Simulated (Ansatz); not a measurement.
## A computed series for hypothetical Fddd WSi2: pressure series

The reference is WSi₂ (space group Fddd, No. 70; a hypothetical phase, not in the database extracts checked).

```yaml
crystal:
  lattice:
    - [0.00000, 3.93679, 4.45742]
    - [2.27841, 0.00000, 4.45742]
    - [2.27841, 3.93679, 0.00000]
  atoms:
    - { symbol: Si, position: [0.66397, 0.33603, 0.66397] }
    - { symbol: Si, position: [0.33603, 0.66397, 0.33603] }
    - { symbol: Si, position: [0.58603, 0.91397, 0.58603] }
    - { symbol: Si, position: [0.91397, 0.58603, 0.91397] }
    - { symbol: W, position: [0.00000, 0.00000, 0.00000] }
    - { symbol: W, position: [0.25000, 0.25000, 0.25000] }
```

Cell and atoms are relaxed at each pressure.

Level of theory: plane-wave PAW DFT at the PBEsol level (Ansatz, a quantum-chemistry and plane-wave program, 420 eV), without spin-orbit coupling.

Notes on the quantities. enthalpy: H = E + PV relative to the base's energy.

```
case                   enthalpy      density  shortest interatomic distance
----------------  -------------  -----------  -----------------------------
base                          –   9.97 g/cm³                        2.577 Å
pressure −2 GPa   -0.17 eV/atom   9.88 g/cm³                        2.584 Å
pressure −1 GPa   -0.08 eV/atom   9.93 g/cm³                        2.581 Å
pressure 0.3 GPa  +0.02 eV/atom   9.98 g/cm³                        2.576 Å
pressure 0.7 GPa  +0.06 eV/atom  10.00 g/cm³                        2.575 Å
pressure 1.5 GPa  +0.12 eV/atom  10.03 g/cm³                        2.572 Å
pressure 3 GPa    +0.25 eV/atom            ?                              ?
pressure 5 GPa    +0.41 eV/atom  10.18 g/cm³                        2.559 Å
pressure 7.5 GPa  +0.61 eV/atom  10.28 g/cm³                        2.551 Å
pressure 10 GPa   +0.81 eV/atom  10.37 g/cm³                        2.543 Å
```

Question: Fill in the withheld entries from the trend.

Answer: 
- pressure 3 GPa, density: 10.09 g/cm³
- pressure 3 GPa, shortest interatomic distance: 2.566 Å

Load acts through the strain it causes; cell and atoms are relaxed under it. No phonon test of stability was made. No other phases were tried under pressure. The final runs are not spin-polarised.
